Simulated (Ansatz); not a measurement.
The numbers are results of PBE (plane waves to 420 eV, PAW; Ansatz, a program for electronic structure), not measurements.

Host crystal: corundum, with a band gap (PBE, scalar-relativistic without spin-orbit coupling).

Electrostatic potential energy of an electron, averaged over planes parallel to the surface, in eV from the highest filled level, for Pt on the 1x1 (0001) surface of corundum (cut with top plane Al), one in a 1x1 cell, started at the site 'hollow Al-O-O-O over O at depth 2.3 Å':

```json
[
 {"z (Å)": "6.02", "V (eV)": "5.27"},
 {"z (Å)": "6.30", "V (eV)": "5.27"},
 {"z (Å)": "6.59", "V (eV)": "5.27"},
 {"z (Å)": "6.88", "V (eV)": "5.27"},
 {"z (Å)": "7.16", "V (eV)": "5.27"},
 {"z (Å)": "7.45", "V (eV)": "5.27"},
 {"z (Å)": "7.73", "V (eV)": "5.27"},
 {"z (Å)": "8.02", "V (eV)": "5.26"},
 {"z (Å)": "8.31", "V (eV)": "5.24"},
 {"z (Å)": "8.59", "V (eV)": "5.19"},
 {"z (Å)": "8.88", "V (eV)": "5.06"},
 {"z (Å)": "9.17", "V (eV)": "4.75"},
 {"z (Å)": "9.45", "V (eV)": "3.92"},
 {"z (Å)": "9.74", "V (eV)": "1.98"},
 {"z (Å)": "10.03", "V (eV)": "-3.12"},
 {"z (Å)": "10.31", "V (eV)": "-8.05"},
 {"z (Å)": "10.60", "V (eV)": "-10.23"},
 {"z (Å)": "10.89", "V (eV)": "-8.78"},
 {"z (Å)": "11.17", "V (eV)": "-5.04"},
 {"z (Å)": "11.46", "V (eV)": "-3.79"},
 {"z (Å)": "11.74", "V (eV)": "-3.17"},
 {"z (Å)": "12.03", "V (eV)": "-3.47"},
 {"z (Å)": "12.32", "V (eV)": "-6.05"},
 {"z (Å)": "12.60", "V (eV)": "-7.60"},
 {"z (Å)": "12.89", "V (eV)": "-6.66"},
 {"z (Å)": "13.18", "V (eV)": "-3.68"},
 {"z (Å)": "13.46", "V (eV)": "-2.30"},
 {"z (Å)": "13.75", "V (eV)": "-2.50"},
 {"z (Å)": "14.04", "V (eV)": "-2.39"},
 {"z (Å)": "14.32", "V (eV)": "-4.02"},
 {"z (Å)": "14.61", "V (eV)": "-7.03"},
 {"z (Å)": "14.90", "V (eV)": "-7.92"},
 {"z (Å)": "15.18", "V (eV)": "-6.27"},
 {"z (Å)": "15.47", "V (eV)": "-3.42"},
 {"z (Å)": "15.76", "V (eV)": "-2.89"},
 {"z (Å)": "16.04", "V (eV)": "-3.11"},
 {"z (Å)": "16.33", "V (eV)": "-3.76"},
 {"z (Å)": "16.61", "V (eV)": "-7.11"},
 {"z (Å)": "16.90", "V (eV)": "-9.38"},
 {"z (Å)": "17.19", "V (eV)": "-7.98"},
 {"z (Å)": "17.47", "V (eV)": "-3.53"},
 {"z (Å)": "17.76", "V (eV)": "0.25"},
 {"z (Å)": "18.05", "V (eV)": "0.39"},
 {"z (Å)": "18.33", "V (eV)": "-0.56"},
 {"z (Å)": "18.62", "V (eV)": "-2.44"},
 {"z (Å)": "18.91", "V (eV)": "-3.93"},
 {"z (Å)": "19.19", "V (eV)": "-3.72"},
 {"z (Å)": "19.48", "V (eV)": "-1.64"},
 {"z (Å)": "19.77", "V (eV)": "1.25"},
 {"z (Å)": "20.05", "V (eV)": "3.20"},
 {"z (Å)": "20.34", "V (eV)": "3.83"},
 {"z (Å)": "20.62", "V (eV)": "4.08"},
 {"z (Å)": "20.91", "V (eV)": "4.19"},
 {"z (Å)": "21.20", "V (eV)": "4.24"},
 {"z (Å)": "21.48", "V (eV)": "4.26"},
 {"z (Å)": "21.77", "V (eV)": "4.27"},
 {"z (Å)": "22.06", "V (eV)": "4.28"},
 {"z (Å)": "22.34", "V (eV)": "4.28"},
 {"z (Å)": "22.63", "V (eV)": "4.28"},
 {"z (Å)": "22.92", "V (eV)": "4.28"},
 {"z (Å)": "23.20", "V (eV)": "4.28"},
 {"z (Å)": "23.49", "V (eV)": "4.28"}
]
```

Set-up: 21 atoms, 6.7 Å thick at the start under the adsorbate (thin: gaps and levels are the slab's own); mesh 6x6x1; 0.01 eV smearing; dipole correction on; 9 atoms held, the rest relaxed; no symmetry held; spin-polarised, no spin-orbit, no U, no dispersion correction. The starting moment vanished. At the end it is bonded to Al + O. In PBE it is, or lies within 0.03 eV of, the lowest of the starts that converged.

Problem. The surface cell has an area of 20.03 Å². What dipole along the normal does the step between the two vacuum levels imply?

Solution. the top vacuum level lies 0.99 eV below the bottom one; p = −ε₀ A ΔV (ε₀ = 0.005526 e/(V·Å)) gives 0.11 e·Å a cell.
